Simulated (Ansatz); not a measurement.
**BaAlHO2 (model structure, started from the SrVO2H type, P4/mmm, No. 123, 5 atoms in the cell)**

The numbers are results of LDA (Ansatz, a first-principles code, plane waves, PAW), not measurements.

Settings: plane-wave cutoff 520 eV, 10×10×8 k mesh (along the axes of the cell as run), Fermi–Dirac smearing 0.01 eV, scalar-relativistic PAW data made under PBE.

Cell (relaxed with PBEsol):

AlBaHO$_{2}$ is taken in the tetragonal space group P4/mmm (No. 123), Pearson symbol tP5. Conventional cell: a = 3.8166 Å, b = 3.8166 Å, c = 3.9573 Å, α = 90.00°, β = 90.00°, γ = 90.00°. Ba on 1d is surrounded by 4 H at 2.699 Å and 8 O at 2.749 Å (cuboctahedral). Al on 1a is coordinated by 4 O at 1.908 Å and 2 H at 1.979 Å (octahedral). O on 2f is coordinated by 2 Al at 1.908 Å and 4 Ba at 2.749 Å (octahedral). H on 1b is surrounded by 2 Al at 1.979 Å and 4 Ba at 2.699 Å (octahedral). (Neighbours: up to the widest gap in distance over summed covalent radii, below 1.35, at either atom; cation-cation and far metal-metal contacts left out.)

```json
{
 "band_gap": "2.61 eV",
 "smallest_direct_gap_on_the_k_points_sampled": "3.08 eV",
 "Γ–Γ gap": "4.85 eV"
}
```

Note: the relaxation could raise the start's symmetry but not lower it, so the cell can be a saddle point; cell and atoms aren't relaxed at this level (pressure -3.9 GPa).

Spin–orbit coupling is not included.

Static lattice: no zero-point or thermal effects.

It cost very roughly 8 core-seconds of CPU time.

A model structure was made by putting elements into a prototype or built by hand; it is no filed structure, need not be a known phase, and can be a saddle point held by its symmetry.
